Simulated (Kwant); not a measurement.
Device: wire with a row of barriers in a Ge (holes) two-dimensional gas. Effective mass 0.06 mₑ, grid spacing 8.3 nm, hard walls, nominal width 140 nm (17 grid rows, so walls 149.4 nm apart), one parabolic valley, scattering region 830 nm long along x; energies count from the band bottom; Fermi energy swept from 0.00012534 to 0.0014885 eV. 2 barrier(s) across the wire, height 0.0047 eV, thickness 33.2 nm (about 4 grid columns), spaced by 49.8 nm.

The device is made up for the run: typed textbook-type constants, with dimensions and the other settings drawn at random.

Computed with Kwant: effective-mass tight-binding model on a square grid, one spin, coherent transport at 0 K. Conductance is in e²/h.

Density of the scattering states that come in from the left lead, at energy = 0.00046826 eV, in bins, relative to the largest site value (x marks bins outside the device):

```
|00000000000000000000000000000000000000000000|
|00011100000001110000000000000000000000000000|
|00122210000012221000000000000000000000000000|
|01234321000123432100000000000000000000000000|
|02355532000235553100000000000000000000000000|
|02467642000246764200000000000000000000000000|
|03578753001358875200000000000000000000000000|
|03689863001368986200000000000000000000000000|
|03689863001369986300000000000000000000000000|
|03689863001368986200000000000000000000000000|
|03578753001358875200000000000000000000000000|
|02467642000246764200000000000000000000000000|
|02355532000235553100000000000000000000000000|
|01234321000123432100000000000000000000000000|
|00122210000012221000000000000000000000000000|
|00011100000001110000000000000000000000000000|
|00000000000000000000000000000000000000000000|
```
Scale: ten equal steps from 0.000 (start of '0') to 0.990 (end of '9'), in the order '0123456789'; x runs from -397 to 397, y from -63.4 (bottom) to 63.4 (top).

The conductance there is 2.2e-6 e²/h with 1 open channel(s) in the leads.
